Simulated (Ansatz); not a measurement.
ZnS: response to strain

Start from ZnS in the wurtzite structure (space group P6_3mc, No. 186; a = 3.8453 Å, c = 6.3052 Å).

Strains are applied to the cell and any free atomic positions relax.

Computed with Kohn–Sham DFT with the PBE functional, run in Ansatz (a program for electronic structure) with PAW and 420 eV plane waves, spin-orbit coupling left out.

Notes on the quantities. energy relative to the base: free energy F.

| isotropic strain (%) | energy relative to the base (meV/atom) |
|---|---|
| -3 | 39.2 |
| -2.4 | 24.5 |
| -1.8 | 13.5 |
| -1.2 | ? |
| -0.6 | 1.4 |
| 0 | 0.0 |

**Question.** Fit ΔE = Aε² + Bε³ (ε in %) to the rows shown and predict the withheld row.

**Answer.** Least squares on the printed values gives A = 3.87 and B = -0.16 meV/atom (largest residual 0.0 meV/atom); this predicts 5.8 meV/atom, and the run gives 5.9 meV/atom, in agreement.

Stability against distortions was not tested.
